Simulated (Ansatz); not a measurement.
The reference is Li in the bcc (W type) structure (space group Im-3m, No. 229; a = 3.476 Å; relaxed with 0.1 eV smearing). Axes: x, y, z lie along the cube axes.

The values are results of Ansatz (a first-principles code), r2SCAN, PAW, cutoff 500 eV, without spin-orbit coupling, earlier PAW set, not measurements.

Before the change:

The volume per atom is 21.00 Å³.

Perturbation: uniaxial stress, 3 GPa tension along z; all other stress components relax to zero.

### Question
What happens to the energy relative to the base and volume per atom?

### Answer
The energy increases by 35 meV/atom; the volume per atom rises by 2.04 Å³, from 21.00 Å³ to 23.04 Å³.

Load acts through the strain it causes; cell and atoms are relaxed under it. Beyond what the load breaks, stability against distortions was not tested. Under uniaxial stress, 3 GPa tension along z the cell changed shape so far that it is another structure.
